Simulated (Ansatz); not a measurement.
The starting structures come from a database of crystals and need not be the phases stable at ambient conditions.

 Where the default PAW files enter, the runs use the earlier of Ansatz's two default sets.

Inside the gap of an insulator the Bloch states are evanescent, with a wavenumber k + iκ along the transport direction.

Consider the following.

```
CELL_PARAMETERS angstrom
      5.88116     0.00000     0.00000
      2.26021     5.86182     0.00000
     -1.81048     2.93091     2.92873
ATOMIC_POSITIONS crystal
  P  0.97641 0.68960 0.24910
  P  0.02359 0.31040 0.75090
  P  0.77269 0.06130 0.24910
  P  0.22731 0.93870 0.75090
  Pd 0.50000 0.00000 0.50000
  Pd 0.50000 0.50000 0.50000
```

Space group of this cell: C2/c. The cell is taken as given; by r2SCAN its mean pressure is 0.6 GPa.

Transport runs along the normal of the first two printed cell vectors.

The gap is the functional's own. No spin-orbit coupling. Mid-gap values are interpolated on the energy grid.

Question: Predict the band gap and the smallest decay constant κ at mid-gap from r2SCAN (Ansatz, an electronic-structure program).

Answer: Gap 0.65 eV on a 10×10×10 mesh; κ = 0.117 1/Å, at (0.500, 0.167) of the in-plane reciprocal vectors. At the zone centre, at the nearest computed energy, the slowest state has κ = 0.17 1/Å.
